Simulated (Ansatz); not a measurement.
The starting structures come from a database of crystals and need not be the phases stable at ambient conditions.

Tunnelling through a barrier is set by its complex band structure: the current falls as exp(−2κd) with the smallest κ.

Data:

```yaml
crystal:
  lattice:
    - [3.66038, 0.00000, 0.00000]
    - [-1.83019, 3.16998, 0.00000]
    - [0.00000, 0.00000, 8.84220]
  atoms:
    - { symbol: Hg, position: [0.76860, 0.00000, 0.50000] }
    - { symbol: Hg, position: [0.00000, 0.76860, 0.83333] }
    - { symbol: Hg, position: [0.23140, 0.23140, 0.16667] }
    - { symbol: O, position: [0.44702, 0.00000, 0.00000] }
    - { symbol: O, position: [0.00000, 0.44702, 0.33333] }
    - { symbol: O, position: [0.55298, 0.55298, 0.66667] }
```

The cell was relaxed by PBE-D3(BJ); by PBEsol it stands under a pressure of -2.9 GPa.

Transport runs along the normal of the first two printed cell vectors, the (001) plane of the conventional cell.

The gap is the functional's own. No spin-orbit coupling. Mid-gap values are those at the computed energy nearest the middle.

**Question.** Estimate the band gap and the smallest decay constant κ at mid-gap that PBEsol (Ansatz, a program for electronic structure) returns for this system.

**Answer.** Gap 1.38 eV on a 12×12×4 mesh; κ = 0.327 1/Å, at (0.083, 0.083) of the in-plane reciprocal vectors. At the zone centre the slowest state has κ = 0.33 1/Å.
